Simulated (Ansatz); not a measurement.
Subject: the energy of the reaction as written. Reaction: 16 C (graphite) + Li (bcc) → cell A. The sign is products less reactants.

Cell A: a sheet of composition LiC16 built on C (graphite, P6₃/mmc) (0001), with 12 atoms on that crystal's sites, 17 atoms, hexagonal cell of 4.93 Å (21.0 Å²), symmetry P6/mmm within 0.02 Å, 3.7 Å thick under 15 Å of vacuum, in-plane vectors held at the crystal's; planes from bottom to top: C8 | Li | C8; foreign atoms: Li bound to 12 C at 2.34 Å; spin state with PBE: no moments, k-point mesh 7×7×1.
```yaml
crystal:
  lattice:
    - [4.92998, 0.00000, 0.00000]
    - [-2.46499, 4.26949, 0.00000]
    - [0.00000, 0.00000, 19.03304]
  atoms:
    - { symbol: C, position: [0.16708, 0.33416, 0.40251] }
    - { symbol: C, position: [0.33416, 0.16708, 0.40251] }
    - { symbol: C, position: [0.16708, 0.83292, 0.40251] }
    - { symbol: C, position: [0.33333, 0.66667, 0.40305] }
    - { symbol: C, position: [0.66667, 0.33333, 0.40305] }
    - { symbol: C, position: [0.83292, 0.16708, 0.40251] }
    - { symbol: C, position: [0.66584, 0.83292, 0.40251] }
    - { symbol: C, position: [0.83292, 0.66584, 0.40251] }
    - { symbol: Li, position: [0.00000, 0.00000, 0.50000] }
    - { symbol: C, position: [0.16708, 0.33416, 0.59749] }
    - { symbol: C, position: [0.33416, 0.16708, 0.59749] }
    - { symbol: C, position: [0.16708, 0.83292, 0.59749] }
    - { symbol: C, position: [0.33333, 0.66667, 0.59695] }
    - { symbol: C, position: [0.66667, 0.33333, 0.59695] }
    - { symbol: C, position: [0.83292, 0.16708, 0.59749] }
    - { symbol: C, position: [0.66584, 0.83292, 0.59749] }
    - { symbol: C, position: [0.83292, 0.66584, 0.59749] }
```

Reference: C (graphite, P6₃/mmc), 16 atoms in the cell, the relaxed perfect crystal repeated, atoms not moved again, k-point mesh 7×7×4 on the run's own vectors.

Reference: Li (bcc, Im-3m), 1 atom in the cell, k-point mesh 24×24×24 on the run's own vectors. Conventional cell: a = b = c = 3.322 Å, α = β = γ = 90.00°.

Plane-wave PAW calculations with Ansatz (an electronic-structure program), its default PAW set, cutoff 420 eV, 500 eV for r2SCAN. The structures are at rest with PBE+D3(BJ), within the held lattices; other levels are single points on them. Neutral cells; Fermi-Dirac smearing of at most 0.10 eV in the solids, energies taken to zero width. The lattices are those relaxed with PBE+D3(BJ) or held as stated, so at other levels the solids can be strained, which adds to the spread. A dispersion term (D3(BJ), or D4 for r2SCAN) was computed beside these levels and is taken off wherever the name lacks it. No zero-point or thermal terms. The structures are the rest points that the relaxations reached, not proven lowest. Cell A has symmetry P6/mmm within 0.02 Å and got no random move, so less symmetric positions, which may lie lower, weren't tried.

Levels: PBE, PBE+D3(BJ), LDA, PBEsol, r2SCAN, r2SCAN+D4.

Task: Do the levels agree on the sign?

Result: downhill: PBE (-0.26), LDA (-0.27), PBEsol (-0.28), r2SCAN (-0.11); uphill: PBE+D3(BJ) (0.62), r2SCAN+D4 (0.35) (values in eV; within 0.05 eV of zero counts as too close to call). The levels shown span 0.90 eV, from PBEsol (-0.28) to PBE+D3(BJ) (0.62). They disagree on the sign.
